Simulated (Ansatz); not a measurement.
Base system: BaO in the rock salt structure (space group Fm-3m, No. 225; a = 5.490 Å).

Levels (all Ansatz, a program for electronic structure, PAW): PBEsol (420 eV, no spin-orbit coupling); HSE06 (420 eV, no spin-orbit coupling).

Its gap is 1.84 eV with PBEsol and 3.22 eV with HSE06.

Perturbation: full substitution Ba → Mg, then cell and atoms are relaxed.

With PBEsol the gap becomes 4.62 eV.

**Question.** If the HSE06 correction stayed the same, what would the HSE06 gap be, and what does the HSE06 run give?

**Answer.** A rigid correction of +1.38 eV gives 6.00 eV. The HSE06 run gives 6.47 eV, so the correction itself changes by +0.47 eV.

Single points use the geometry relaxed with PBEsol. HSE06 was sampled on its mesh, a few special points and the semilocal edge points, so its gap is an upper bound. Stability against distortions was not tested.
